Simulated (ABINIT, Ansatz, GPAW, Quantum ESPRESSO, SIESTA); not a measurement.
**LiZn (Fd-3m, 4 atoms in the cell) computed with different codes at matched settings**

Self-consistent single point.

```
CELL_PARAMETERS angstrom
      0.00000     3.03182     3.03182
      3.03182     0.00000     3.03182
      3.03182     3.03182     0.00000
ATOMIC_POSITIONS crystal
  Li 0.25000 0.25000 0.25000
  Li 0.00000 0.00000 0.00000
  Zn 0.75000 0.75000 0.75000
  Zn 0.50000 0.50000 0.50000
```

Shared settings, as Ansatz (a program for electronic structure) writes them: kpoints.mp_grid.grid = 6 6 6; scf.occupations.method = gaussian; scf.occupations.width = 0.05 eV. Potentials and cutoffs stand in the table.

```
code                                                                                                                                      model  pressure (GPa)       cutoff
----------------  -----------------------------------------------------------------------------------------------------------------------------  --------------  -----------
Quantum ESPRESSO                                                          PBEsol, PseudoDojo standard norm-conserving (PBESOL) pseudopotentials           -0.05        85 Ry
Ansatz                                                                                                          PBEsol, PAW files made with PBE           -0.02      default
SIESTA            GGA PBEsol, numerical atomic orbitals DZP, PseudoDojo PBEsol standard norm-conserving potentials (rewritten from UPF to PSML)           -5.21  grid 300 Ry
GPAW                                                                                      PBEsol, GPAW PAW datasets PBEsol (made by gpaw-setup)            0.16       850 eV
ABINIT                                                                                       PBEsol, PAW (JTH v2.0 PBE PAW, files made for PBE)           -0.04        60 Ry
```

The spread over the programs that give each value: pressure within 5.37 GPa.

SIESTA uses small atom-centred bases, whose incompleteness enters pressures, forces and empty levels differently from a plane-wave cutoff. Ansatz's pressure is given at a fixed set of plane waves, as the other plane-wave codes print theirs; with its correction for the finite basis it is 0.03 GPa. In the pressure, SIESTA (by 5.18) lies more than 1 GPa from the median of the plane-wave programs.

On the base mesh (8 8 8) the same programs gave: Ansatz pressure -0.38 GPa; Quantum ESPRESSO pressure -0.41 GPa; ABINIT pressure -0.40 GPa; GPAW pressure -0.19 GPa; SIESTA pressure -5.44 GPa.

The values differ from the base mesh's, so the mesh still matters here: the table compares the programs at equal settings.

The starting cell comes from a database of computed structures (which also holds hypothetical and non-ambient phases and stackings), without a prior relaxation at this level.

Left out of this page: Elk (not drawn, or without a comparable value); FLEUR (with a known weakness of the program).

Keys are those of Ansatz 0.2.
